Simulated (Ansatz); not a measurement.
## Response to strain in MoSi2

Base system: MoSi2 (space group I4/mmm, No. 139; a = 3.1740 Å, c = 7.7787 Å; relaxed with 0.1 eV smearing).

Strains are applied to the cell and any free atomic positions relax.

Calculations: plane-wave PAW DFT at the LDA level (Ansatz, a first-principles code, 420 eV), without spin-orbit coupling.

Notes on the quantities. pressure: mean of the normal stresses, compression positive.

```csv
isotropic strain (%),pressure (GPa)
-3,25.3
-2.5,20.3
-1,?
0,0.0
0.5,-3.3
1,-6.3
1.5,-9.1
2,-11.7
3,-16.4
```

Task: Fit P = P₀ − Bδ + Cδ² with δ = (1 + ε)³ − 1 to the rows shown and predict the withheld row.

Result: Least squares on the printed values gives P₀ = 0.1 GPa, B = 233 GPa (at held cell shape), C = 608 GPa (largest residual 0.2 GPa); this predicts 7.6 GPa, and the run gives 7.3 GPa, 0.3 lower.

No phonon test of stability was made. The final runs are not spin-polarised.
